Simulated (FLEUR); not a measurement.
# Equation of state of fcc Pd (space group 225): energy against volume (FLEUR, LDA)

```xyz
1
Lattice="0.0000 1.8694 1.8694 1.8694 0.0000 1.8694 1.8694 1.8694 0.0000" Properties=species:S:1:pos:R:3 pbc="T T T"
Pd     0.0000     0.0000     0.0000
```

Method of the run: FLEUR with LDA (Perdew-Zunger), all-electron FLAPW (FLEUR), scalar-relativistic valence. Settings: Kmax = 4.56 1/bohr; GmaxXC = 22.8 1/bohr; xcFunctional = pz; jspins = 1; l_soc = F; mode = hist; fermiSmearingEnergy = 0.00183747 Htr; mesh (inpgen div1-3) = 26 26 26; inpgen gamma flag = true; Gmax = 22.8 1/bohr; numbands = 0; maxIterBroyd = 15; imix = Anderson; alpha = 0.05; precondParam = 0; minDistance = 1e-05 me/bohr^3. The cell above is the first row's. The rows scale it uniformly. In all rows the k mesh is held. E is the free energy at the stated smearing, counted from the lowest row.

```csv
V (Å^3/atom),E (meV/atom)
13.065,?
13.349,35.97
13.633,14.17
13.917,2.61
14.201,0.00
14.485,5.33
14.769,17.62
15.053,36.02
15.337,59.81
```

Task: Fit E against V with the third-order Birch-Murnaghan form, a cubic in V^(-2/3), and predict the withheld value at V = 13.065.

Result: With u = V^(-2/3) - 0.170, the rows have u = 0.007705, 0.005229, 0.002837, 0.000525, -0.001712, -0.003876, -0.005972, -0.008003. Least squares gives E = 0.572 - 1479.91·u + 764582·u² + 3076395·u³. Residuals (row less fit): 0.003, -0.009, 0.012, -0.006, -0.001, 0.004, -0.003, 0.001; standard error 0.009 (degrees of freedom: 4). Its minimum lies at u = 0.000962, so V0 = (0.170962)^(-3/2) = 14.15. There d²E/du² = 1547000 and d³E/du³ = 1.846e7, so B0 = (4/9) × 14.15^(-7/3) × 1547000 × 0.160218 = 228 GPa (the last factor turns the table's units into GPa), and B0' = 4 + (2/3) × 0.170962 × (1.846e7)/1547000 = 5.4. At the withheld row, u = 0.010271, so E = 0.572 - 1479.91 × 0.010271 + 764582 × 0.010271² + 3076395 × 0.010271³ = 69.364 meV/atom. The calculation gives 69.29 meV/atom, 0.074 meV/atom below the prediction (0.1 % of the range of E in the table). The row lies outside the fitted rows, so this is an extrapolation. From the scatter of the fitted rows alone, a prediction at this place has a standard error of 0.026 meV/atom, so the miss is 2.8 times that.

Carrying the step between the two nearest rows on in a straight line would have given 57.77, off by 11.52; series whose last step already gives the withheld value aren't shown. The scan was laid around a cell of about the measured size, scaled by a guess for this functional. Spin polarisation is off. Values depend on the basis (sphere radii, cutoffs, local orbitals), which need not be converged. Cutoffs and mesh are single choices, not tested for convergence of this quantity. Series with a scatter that would blur these digits, or in which a gap closes, are not shown. Nor are scans whose minimum lies at an end fitted in this form.
